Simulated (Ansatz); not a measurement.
Base system: ZrS$_{2}$ in the CdI2 type structure (space group P-3m1, No. 164; a = 3.5781 Å, c = 5.5398 Å; layered, stacked along the Cartesian z axis). Axes: x lies along a and z along c of the hexagonal cell.

Now apply this change: biaxial strain +2.31 %, plane normal [001], relaxed out of plane (Cartesian); in-plane vectors clamped, the third vector and the atoms free.

Levels (all Ansatz, a first-principles code, PAW): PBEsol-D3(BJ) (420 eV, without spin-orbit coupling); HSE06+SOC (420 eV, noncollinear with spin-orbit coupling).

The geometry is relaxed with PBEsol-D3(BJ).

| Item | Result |
|---|---|
| PBEsol-D3(BJ) valence-band top at Γ | 0.00, -0.51, -0.51 eV |
| PBEsol-D3(BJ) band gap | 0.47 eV |

What does HSE06+SOC give at this geometry for the valence-band top at Γ and band gap?

The valence-band top at Γ (three highest Kramers pairs, from the VBM) goes from 0.00, -0.51, -0.51 eV to 0.00, -0.53, -0.64 eV; the band gap grows by 0.82 eV (0.47 eV → 1.29 eV).

Single points use the geometry relaxed with PBEsol-D3(BJ). HSE06 was sampled on its mesh, a few special points and the semilocal edge points, so its gap is an upper bound. Differences between runs with and without spin-orbit coupling are approximate. No phonon test of stability was made.
